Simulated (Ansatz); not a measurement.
The starting structures come from a database of crystals and need not be the phases stable at ambient conditions.

 Where the default PAW files enter, the runs use the earlier of Ansatz's two default sets.

Evanescent states of BaSnF$_{6}$ (R-3, not sure to be the ambient phase, 8 atoms a cell, 14.6 Å³ an atom) along the normal of (110)

All values below come from PBEsol (plane waves, PAW; Ansatz, a first-principles code).

The gap is the functional's own. No spin-orbit coupling. Mid-gap values are interpolated on the energy grid.

Energies count from the valence-band top; κ is the least over a 6×6 mesh across the current.

| E (eV) | κ (1/Å) | where |
|---|---|---|
| 0.12 | 0.203 | Γ |
| 0.38 | 0.281 | Γ |
| 0.62 | 0.330 | Γ |
| 0.88 | 0.365 | Γ |
| 1.12 | 0.391 | Γ |
| 1.38 | 0.411 | Γ |
| 1.62 | 0.425 | Γ |
| 1.88 | 0.435 | Γ |
| 2.12 | 0.441 | Γ |
| 2.38 | 0.443 | Γ |
| 2.62 | 0.443 | Γ |
| 2.88 | 0.439 | Γ |
| 3.12 | 0.432 | Γ |
| 3.38 | 0.422 | Γ |
| 3.62 | 0.409 | Γ |
| 3.88 | 0.391 | Γ |
| 4.12 | 0.369 | Γ |
| 4.38 | 0.340 | Γ |
| 4.62 | 0.303 | Γ |
| 4.88 | 0.254 | Γ |
| 5.12 | 0.180 | Γ |

Problem. How thick must the barrier be to attenuate the transmission by 10^6 when the electrodes' Fermi level lies at 1.38 eV, and what attenuation does that film give at 3.62 eV?

Solution. d = 6 ln 10 / (2 × 0.411) = 16.8 Å. At 3.62 eV it gives 6 × 0.409/0.411 = 6.0 decades.
